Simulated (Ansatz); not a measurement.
**BaRuO3, pressure series**

The parent structure is BaRuO3 in the cubic perovskite structure (space group Pm-3m, No. 221; ferromagnetic; a cell from a computed database, its experimental status unchecked).

```yaml
crystal:
  lattice:
    - [3.97438, 0.00000, 0.00000]
    - [0.00000, 3.97438, 0.00000]
    - [0.00000, 0.00000, 3.97438]
  atoms:
    - { symbol: Ba, position: [0.00000, 0.00000, 0.00000] }
    - { symbol: Ru, position: [0.50000, 0.50000, 0.50000] }
    - { symbol: O, position: [0.50000, 0.50000, 0.00000] }
    - { symbol: O, position: [0.00000, 0.50000, 0.50000] }
    - { symbol: O, position: [0.50000, 0.00000, 0.50000] }
```

Cell and atoms are relaxed at each pressure.

Method: Ansatz (a quantum-chemistry and plane-wave program) PBEsol, scalar-relativistic without spin-orbit coupling.

```
case              lattice parameter a  largest site moment
----------------  -------------------  -------------------
base                          3.974 Å              0.71 μB
pressure −2 GPa               3.991 Å              0.78 μB
pressure −1 GPa               3.982 Å              0.74 μB
pressure 0.3 GPa              3.972 Å              0.70 μB
pressure 0.7 GPa              3.969 Å              0.69 μB
pressure 1.5 GPa              3.963 Å              0.67 μB
pressure 3 GPa                3.952 Å              0.64 μB
pressure 5 GPa                3.939 Å              0.60 μB
pressure 7.5 GPa              3.923 Å              0.57 μB
pressure 10 GPa               3.908 Å              0.55 μB
```

Other magnetic orders, which the real material may have, were not ruled out. Load acts through the strain it causes; cell and atoms are relaxed under it. Whether these cells are dynamically stable was not tested. Competing high-pressure phases were not computed. No Hubbard U is applied, and correlation can decide whether such a compound is a metal. Many cubic perovskites are stable only at high temperature; tilts and polar distortions were not tested.
